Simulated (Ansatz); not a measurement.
**SnSe2: tensor shear ε_xz = +2.00 %**

Start from SnSe₂ in the CdI2 type structure (space group P-3m1, No. 164; a = 3.794 Å, c = 5.744 Å; layered, stacked along the Cartesian z axis). Axes: x lies along a and z along c of the hexagonal cell.

Now apply this change: a pure shear with ε_xz = ε_zx = 0.0200, atoms relaxed at fixed cell.

All numbers come from Ansatz (a quantum-chemistry and plane-wave program), PBEsol-D3(BJ), PAW, cutoff 420 eV, no SOC. Settings: 10×10×6 k-points, 0.05 eV Fermi–Dirac smearing.

```json
[
 {"quantity": "volume per atom", "base": "23.86 Å³", "changed": "23.85 Å³", "shift": "-0.01 Å³"},
 {"quantity": "shortest interatomic distance", "base": "2.704 Å", "changed": "2.687 Å", "shift": "-0.0164 Å"},
 {"quantity": "energy relative to the base (free energy F)", "base": "0 meV/atom", "changed": "+1.7 meV/atom", "shift": "+1.7 meV/atom"},
 {"quantity": "pressure (mean of the normal stresses, compression positive)", "base": "0.0 GPa", "changed": "0.1 GPa", "shift": "+0.1 GPa"},
 {"quantity": "band gap", "base": "zero", "changed": "zero", "shift": "–"},
 {"quantity": "stress (xx, yy, zz, yz, xz, xy; compression positive) (rough)", "base": "–", "changed": "(0.0, 0.1, 0.1, -0.1, -0.6, 0.2) GPa", "shift": "–"}
]
```

Cost of the whole job for the changed cell (relaxation, final SCF and bands): roughly 110 core-seconds.

Without a gap, meshes like the base's 10×10×6 leave anisotropic stresses uncertain by several tenths of a GPa, and small strain energies with them. The cells carry an imposed strain or load. Stability against distortions was not tested. All final runs are without spin polarisation. Gaps under 0.05 eV, about the width of the smearing, are given as zero. A zero or small gap of SnSe2 can be the functional's error rather than a property of the material.
